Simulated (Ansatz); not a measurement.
Consider LuI₃ in the ReO3 type structure (space group Pm-3m, No. 221; a = 5.8438 Å; a hypothetical phase, not in the database extracts checked). Axes: x, y, z lie along the cube axes.

All numbers come from plane-wave PAW DFT at the PBEsol level (Ansatz, a quantum-chemistry and plane-wave program, 420 eV), scalar-relativistic without spin-orbit coupling.

Before the change:

- Band gap = 2.16 eV
- Shortest interatomic distance = 2.922 Å

One thing is altered: a pure shear with ε_xy = ε_yx = 0.0047; the atoms relax in the strained cell.

**Question.** Predict the new band gap.

**Answer.** The band gap hardly moves (2.16 eV against 2.15 eV).

**Question.** How does this affect the shortest interatomic distance?

**Answer.** The shortest interatomic distance stays 2.922 Å.

**Question.** What does the calculation give for the stress after the change?

**Answer.** The stress (xx, yy, zz, yz, xz, xy; compression positive) is (0.00, 0.00, 0.00, 0.00, 0.00, -0.07) GPa.

**Question.** Estimate the effect on the energy relative to the base.

**Answer.** The energy is nearly the same.

With I present, leaving out spin-orbit coupling can change the band edges. No phonon test of stability was made.
